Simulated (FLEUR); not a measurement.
Input and output of a self-consistent single point for Pt (Fm-3m, 1 atom in the cell) (FLEUR)

Method: PBEsol, all-electron FLAPW (FLEUR), scalar-relativistic valence run with FLEUR.

This input was run:

Input of the input generator:

```
scf Pt
&input film=f /
0.0000000000 1.9541200000 1.9541200000
1.9541200000 0.0000000000 1.9541200000
1.9541200000 1.9541200000 0.0000000000
1.8897261246
1.0 1.0 1.0

1
78 0.0000000000 0.0000000000 0.0000000000

&comp jspins=1 /
&exco xctyp='PBEs' /
&kpt div1=10 div2=10 div3=10 gamma=t /
&end /
```

```xml
<?xml version="1.0" encoding="UTF-8" standalone="no"?>
<fleurInput fleurInputVersion="0.39">
   <comment>
      scf Pt                                                                                              
   </comment>
   <calculationSetup>
      <cutoffs Kmax="4.1" Gmax="12.3" GmaxXC="12.3" numbands="0"/>
      <scfLoop itmax="100" minDistance="0.00001" maxIterBroyd="15" imix="Anderson" alpha="0.05" precondParam="0.0" spinf="2.0"/>
      <coreElectrons ctail="T" frcor="F" kcrel="0" coretail_lmax="0"/>
      <xcFunctional name="PBEs" relativisticCorrections="F"/>
      <magnetism jspins="1"/>
      <soc l_soc="F" theta="0.0" phi="0.0" spav="F"/>
      <expertModes spex="0" secvar="F"/>
      <geometryOptimization l_f="T" forcealpha="1.0" forcemix="BFGS" epsdisp="0.00001" epsforce="0.00001"/>
      <ldaU l_linMix="F" mixParam="0.05" spinf="1.0"/>
   </calculationSetup>
   <cell>
      <bzIntegration valenceElectrons="16.0" mode="hist" fermiSmearingEnergy="0.00367493">
         <kPointListSelection listName="default-1"/>
         <!-- k-points included here -->
         <xi:include xmlns:xi="http://www.w3.org/2001/XInclude" href="kpts.xml"> </xi:include>
      </bzIntegration>
      <!-- symmetry operations included here -->
      <xi:include xmlns:xi="http://www.w3.org/2001/XInclude" href="sym.xml"> </xi:include>
      <bulkLattice scale="1.0">
         <bravaisMatrix>
            <row-1>    0.0000000000000000     3.6927516146033521     3.6927516146033521</row-1>
            <row-2>    3.6927516146033521     0.0000000000000000     3.6927516146033521</row-2>
            <row-3>    3.6927516146033521     3.6927516146033521     0.0000000000000000</row-3>
         </bravaisMatrix>
      </bulkLattice>
   </cell>
   <atomSpecies>
      <species name="Platinum (Pt)" element="Pt" atomicNumber="78">
         <mtSphere radius="2.44" gridPoints="843" logIncrement="0.016"/>
         <atomicCutoffs lmax="10" lnonsphr="8"/>
         <electronConfig flipSpins="F">
            <coreConfig>(1s1/2) (2s1/2) (2p1/2) (2p3/2) (3s1/2) (3p1/2) (3p3/2) (4s1/2) (3d3/2) (3d5/2) (4p1/2) (4p3/2) (5s1/2) (4d3/2) (4d5/2) (4f5/2) (4f7/2)</coreConfig>
            <valenceConfig>(5p1/2) (5p3/2) (6s1/2) (5d3/2) (5d5/2)</valenceConfig>
            <stateOccupation state="(6s1/2)" spinUp="0.5" spinDown="0.5"/>
            <stateOccupation state="(5d3/2)" spinUp="1.8" spinDown="1.8"/>
            <stateOccupation state="(5d5/2)" spinUp="2.7" spinDown="2.7"/>
         </electronConfig>
         <energyParameters s="6" p="6" d="5" f="5"/>
         <lo type="SCLO" l="1" n="5" eDeriv="0"/>
      </species>
   </atomSpecies>
   <atomGroups>
      <atomGroup species="Platinum (Pt)">
         <relPos label="                   1">.0000000000 .0000000000 .0000000000</relPos>
         <force calculate="T" relaxXYZ="TTT"/>
      </atomGroup>
   </atomGroups>
   <output dos="F" band="F" slice="F">
      <checks vchk="F" cdinf="F"/>
      <bandDOS minEnergy="-.5*Htr" maxEnergy="0.5*Htr" sigma="0.015" storeEVData="T"/>
      <vacuumDOS vacdos="F" integ="F" star="F" nstars="0" locx1="0.0" locy1="0.0" locx2="0.0" locy2="0.0" nstm="0" tworkf="0.0"/>
      <unfoldingBand unfoldBand="F" supercellX="1" supercellY="1" supercellZ="1"/>
      <plotting iplot="0" polar="F">
         <plot TwoD="T" vec1="  1.0  0.0  0.0" vec2="  0.0  1.0  0.0" vec3="  0.0  0.0  1.0" zero="  0.0  0.0  0.0" file="plot"/>
      </plotting>
      <chargeDensitySlicing numkpt="0" minEigenval="0.0" maxEigenval="0.0" nnne="0" pallst="F"/>
      <specialOutput eonly="F"/>
      <magneticCircularDichroism mcd="F" energyLo="-10.0" energyUp="0.0"/>
   </output>
  <!-- We include the file relax.xml here to enable relaxations (see documentation) -->
  <xi:include xmlns:xi="http://www.w3.org/2001/XInclude" href="relax.xml"> <xi:fallback/> </xi:include>
</fleurInput>
```

Log, with long lists cut:

```
      Welcome to FLEUR        (www.flapw.de)
      MaX-Release 8.1          (www.max-centre.eu)

 ========== k-point set info ==========
 Selected k-point list: default-1
 k-point list type: mesh
 10 x 10 x 10
 Number of k points: 47

 ------------Calculation Setup---------------------------
 Number of basis functions:          128
 Iteration:     1   Distance:      18.76117424 me/bohr^3
 Iteration:     2   Distance:      16.77125913 me/bohr^3
 Iteration:     3   Distance:       6.89583256 me/bohr^3
 Iteration:     4   Distance:       2.88148036 me/bohr^3
 Iteration:     5   Distance:       2.90912211 me/bohr^3
 Iteration:     6   Distance:       0.17091970 me/bohr^3
   [... 2 lines left out ...]
 Iteration:     9   Distance:       0.00373360 me/bohr^3
 Iteration:    10   Distance:       0.00238967 me/bohr^3
 Iteration:    11   Distance:       0.00008631 me/bohr^3
 Iteration:    12   Distance:       0.00009585 me/bohr^3
 Iteration:    13   Distance:       0.00000090 me/bohr^3

 Run finished successfully
 Stop message:
   Structural relaxation: Done

[file out, last iteration]
             iter=     14
          p o t e n t i a l   g e n e r a t o r
[...]
          integral of pseudo charge density inside the slab=        0.000000   0.000000
     coulomb potential in the interstitial region:
          density-coulomb potential integrals
          total density-coulomb potenti   -31954.1172580825
          density-effective potential integrals for spin  1
          total density-effective poten   -3.2417986630E+04
          charge density-energy density integrals
          total charge density-energy d   -3.5214226071E+02
 Updated energy parameters for spin:           1
  Atom    1 6s branch from -3.08 to  1.84 htr. ; e_l =  0.3354
  Atom    1 6p branch from -1.36 to  2.81 htr. ; e_l =  0.4971
  Atom    1 5d branch from-10.59 to  0.70 htr. ; e_l =  0.4238
  Atom    1 5f branch from -1.93 to  2.79 htr. ; e_l =  0.7855
  Atom    1 5p branch from-18.39 to -1.36 htr. ; e_l(l -1.4372
[...]
 fermi energy and band-weighting factors:
at   0.00000   0.00000   0.00000   k-weight:    0.001000
   13 eigenvalues :
   -1.388435   -1.388435   -1.388435    0.159781    0.399560    0.399560    0.399560    0.480942
    0.480942    1.076761    1.260673    1.260673    1.260673
   [... 2 blocks of this kind left out ...]

[...]
FERMIE:
          first approx. to ef    (T=0)  :   0.543750 htr   (energy of the highest occ. eigenvalue)
          number of occ. states  (T=0)  :        381
          first approx. to seigv (T=0)  :  -4.319014 htr
          sum of weights of occ. states :   8.003000
          sum of semicore charge        :   0.000000 e
FERHIS:  Fermi-Energy by histogram:
          bandgap                     :   0.000000 htr
          charge neutrality (T=0)     :   0.006000    (zero if the highest occ. eigenvalue is "entirely" occupied)
     EF_NEWTON:  Adjust Fermi-Energy by Newton-Method.
               Number of iterations needed  :   4
               The error in the weight is   :  0.88818E-15
               The error in ef is           : -0.39350E-16 htr
     -->  new fermi energy            :   0.542893 htr
          valence charge              :  16.000000 e
          actual charge blw ef-8kt    :  14.812000 e
          actual charge blw ef+8kt    :  16.000000 e
          number of occ. states       :       399
          sum of the valence weights  :    8.000000
          entropy         :   0.548722 *kb htr/K =   0.00000 htr/K
          sum of val. single particle energies:        -4.3211486958 htr
 Direct bandgap for spin            1 :    9.6809482803464908E-003  Htr
 at k-point           24  with k-vector    0.0000000000000000       0.29999999999999999       0.40000000000000002
          valence density: spin= 1
[...]
     l-like charge
     atom     s        p        d        f        total
 -->  1    0.45622  6.33942  7.46051  0.05681   14.32806
          total charge for spin  1=   16.000000
          interst. charge =       1.671943
          mt charge=             14.328057
          total charge  =   16.000000
          z= 78.     r(1)=  0.344013E-05     dx= 0.016000     m.t.index= 843
               n    l     j    energy       weight
               1.   0.   0.5-2876.3771      2.0000
               2.   0.   0.5 -504.3975      2.0000
               2.   1.   0.5 -483.3867      2.0000
   [... 14 lines left out ...]
          atom type    1  (spin 1)
          kinetic energy=  0.209400234627E+05     sum of the eigenvalues= -0.113108491159E+05
          0.00148874  electrons lost from core.
          total charge for spin  1=   78.000000
          interst. charge =       1.673390
          mt charge=             76.326610
          total charge  =   78.000000
          zc=    78.000000     qfix=    1.000000
     t o t a l  e n e r g y
          sum of eigenvalues =            -11315.1702646272
          density-coulomb potential int   -31954.1172580825
          density-effective potential i   -32417.9866301646
          charge density-ex.-corr.energ     -352.1422607085
          el.-nucl. inter. diff. m.t.      23168.6097498945
          Madelung term for atom type:       -46.5889217422
 ---->    total energy=                   -18441.5831958491 htr
 ---->    (input%tkb*entropy) TS=              0.0020165144 htr
 ---->    free energy=                    -18441.5852123635 htr
      extrapolation for T->0
 ---->    total electron energy=          -18441.5842041063 htr
 ***** TOTAL FORCES ON ATOMS *****
 TOTAL FORCE FOR ATOM TYPE=  1  X=  0.000   Y=  0.000   Z=  0.000
                       FX_TOT= 0.000000 FY_TOT= 0.000000 FZ_TOT= 0.000000
 Structural relaxation: Done
```

The run converged in 13 iterations. FLEUR gives forces in its relaxation mode, with a further iteration, so its stop message speaks of a relaxation.

The starting cell has typed, rounded lattice constants, without a prior relaxation at this level. Its lattice was rescaled by up to half a per cent. Spin-orbit coupling is off. Spin polarisation is off. Values depend on the basis (sphere radii, cutoffs, local orbitals), which need not be converged. The log's line on a gap gives a spacing of levels on this mesh, which the program prints for metals too.
